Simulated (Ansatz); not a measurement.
Consider the following.

End structure of a constructed model of the (0001) surface of hcp Ru, a pseudomorphic layer of Au in the host's stacking (bottom of the slab: a bare face, its two planes held):

```yaml
crystal:
  lattice:
    - [2.72140, 0.00000, 0.00000]
    - [-1.36070, 2.35680, 0.00000]
    - [0.00000, 0.00000, 29.50000]
  atoms:
    - { symbol: Ru, position: [0.66667, 0.33333, 0.27597] }
    - { symbol: Ru, position: [0.33333, 0.66667, 0.34874] }
    - { symbol: Ru, position: [0.66667, 0.33333, 0.42094] }
    - { symbol: Ru, position: [0.33333, 0.66667, 0.49441] }
    - { symbol: Ru, position: [0.66667, 0.33333, 0.56766] }
    - { symbol: Ru, position: [0.33333, 0.66667, 0.63720] }
    - { symbol: Au, position: [0.66667, 0.33333, 0.72110] }
```

Set-up: 7 atoms, 13.2 Å thick at the start with caps and adatoms (thin: gaps and levels are the slab's own); mesh 16x16x1; 0.1 eV smearing; dipole correction on; single point; on the structure that PBE left under its start's symmetry; no spin, no spin-orbit, no U. In PBE it is, or lies within 0.01 eV a 1x1 cell of, the lowest of the 2 structures of its composition computed so far; subsurface sites and larger cells were not tried.

What is the computed work function of the top face (r2SCAN, at the PBE geometry in Ansatz, a first-principles code)?

5.04 eV
